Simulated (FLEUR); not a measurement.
Band structure of Ir3Os (Pm-3m, 4 atoms in the cell).

```xyz
4
Lattice="3.8481 0.0000 0.0000 0.0000 3.8481 0.0000 0.0000 0.0000 3.8481" Properties=species:S:1:pos:R:3 pbc="T T T"
Os     0.0000     0.0000     0.0000
Ir     0.0000     1.9240     1.9240
Ir     1.9240     0.0000     1.9240
Ir     1.9240     1.9240     0.0000
```

Level of theory: PBEsol, all-electron FLAPW (FLEUR), scalar-relativistic valence.

Settings: Kmax = 4.2 1/bohr; GmaxXC = 16.8 1/bohr; xcFunctional = PBEs; jspins = 1; l_soc = F; mode = hist; fermiSmearingEnergy = 0.00367493 Htr; mesh (inpgen div1-3) = 11 11 11; inpgen gamma flag = false; Gmax = 16.8 1/bohr; numbands = 0; maxIterBroyd = 40; imix = Anderson; alpha = 0.05.

The starting cell comes from a database of computed structures (which also holds hypothetical and non-ambient phases and stackings), without a prior relaxation at this level. Spin-orbit coupling is off. Spin polarisation is off. Values depend on the basis (sphere radii, cutoffs, local orbitals), which need not be converged.

Levels in eV from the Fermi level, bands 26 to 33:
```
point     26     27     28     29     30     31     32    33
-----  -----  -----  -----  -----  -----  -----  -----  ----
Γ       1.42   1.42   1.43   1.43   1.43   1.74   1.74  1.74
X      -1.92  -1.87  -1.38  -1.38  -1.24  -0.28   0.36  1.43
M      -2.46  -2.46  -1.53  -1.44  -1.42  -0.83  -0.83  2.83
R      -0.68  -0.68  -0.68   0.85   0.85   0.85   1.43  1.43
```
